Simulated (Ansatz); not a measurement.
Evanescent states of SiO2 (P3_221, 9 atoms a cell, 12.6 Å³ an atom) along the normal of (110)

Level of theory: r2SCAN (plane waves, PAW; Ansatz, a quantum-chemistry and plane-wave program).

The gap is the functional's own. No spin-orbit coupling. Mid-gap values are those at the computed energy nearest the middle.

Energies count from the valence-band top; κ is the least over a 6×4 mesh across the current.

| E (eV) | κ (1/Å) | where |
|---|---|---|
| 0.15 | 0.282 | off Γ |
| 0.45 | 0.383 | off Γ |
| 0.75 | 0.444 | off Γ |
| 1.05 | 0.490 | off Γ |
| 1.35 | 0.508 | Γ |
| 1.65 | 0.515 | Γ |
| 1.95 | 0.520 | Γ |
| 2.25 | 0.522 | Γ |
| 2.55 | 0.521 | Γ |
| 2.85 | 0.518 | Γ |
| 3.15 | 0.512 | Γ |
| 3.45 | 0.503 | Γ |
| 3.75 | 0.492 | Γ |
| 4.05 | 0.477 | Γ |
| 4.35 | 0.459 | Γ |
| 4.65 | 0.438 | Γ |
| 4.95 | 0.412 | Γ |
| 5.25 | 0.382 | Γ |
| 5.55 | 0.344 | Γ |
| 5.85 | 0.297 | Γ |
| 6.15 | 0.235 | Γ |
| 6.45 | 0.139 | Γ |

Q: How thick must the barrier be to attenuate the transmission by 10^6 when the electrodes' Fermi level lies at 6.15 eV, and what attenuation does that film give at 0.15 eV?

A: d = 6 ln 10 / (2 × 0.235) = 29.4 Å. At 0.15 eV it gives 6 × 0.282/0.235 = 7.2 decades.
